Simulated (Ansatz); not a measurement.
The starting structures come from a database of crystals and need not be the phases stable at ambient conditions.

By PBEsol, the system below comes out a metal.

Input:

```
CoPdO2
1.0
    2.86338     0.00000     0.00000
    0.00000    17.87331     0.00000
    1.43169     5.95777     0.82659
Co Pd O
1 1 2
Direct
  0.00000   0.50000   0.00000
  0.00000   0.00000   0.00000
  0.00000   0.11247   0.00000
  0.00000   0.88753   0.00000
```

Space group of this cell: R-3m. The cell is taken as given; by PBEsol its mean pressure is -10.4 GPa.

The current flows along the normal of the first two printed cell vectors, the (100) plane of the conventional cell. No spin-orbit coupling; the value is a mean over 0.1 eV about the Fermi level.

Question: Predict the ballistic conductance per area from PBEsol in Ansatz (a quantum-chemistry and plane-wave program).

Answer: 0.40 × 10¹⁵ S/m² for both spins.
